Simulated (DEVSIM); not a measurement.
Device: Ti/SiO2/n-Si capacitor, at 300 K.

```
layer (left to right)  material  thickness (nm)  Nd (cm⁻³)
---------------------  --------  --------------  ---------
1                          SiO2            19.0          -
2                            Si           16000     1.3e15
```

Metal gate on the left, work function 4.33 eV. Fixed charge at the semiconductor interface 0 cm⁻² (in units of +e); interface traps 2.6e12 cm⁻² eV⁻¹, uniform in energy, neutral level at 0.3 of the gap above the valence band.

Constants are typed, rounded textbook-type inputs, not results; the design itself was drawn at random and stands for no fabricated device. Values at 300 K.

```
parameter      SiO2       Si
-------------  ----  -------
gap (eV)          9    1.124
affinity (eV)   0.9     4.05
permittivity    3.9     11.7
Nc (cm⁻³)         -  2.86e19
Nv (cm⁻³)         -   3.1e19
```

Simulated with DEVSIM: 1D Poisson equation in equilibrium, Boltzmann statistics, complete ionisation; no quantum confinement or tunnelling. Metal contacts follow the ideal Schottky-Mott rule: no Fermi-level pinning, no interface dipoles.

The fixed charge was swept, all else fixed.

```tsv
fixed charge (cm^-2)	flat-band voltage (V)
-1.29e12	2.37
-6.45e11	1.80
0	1.23
6.45e11	0.66
1.29e12	0.10
```

From the first row to the last the flat-band voltage goes from 2.37 to 0.10.
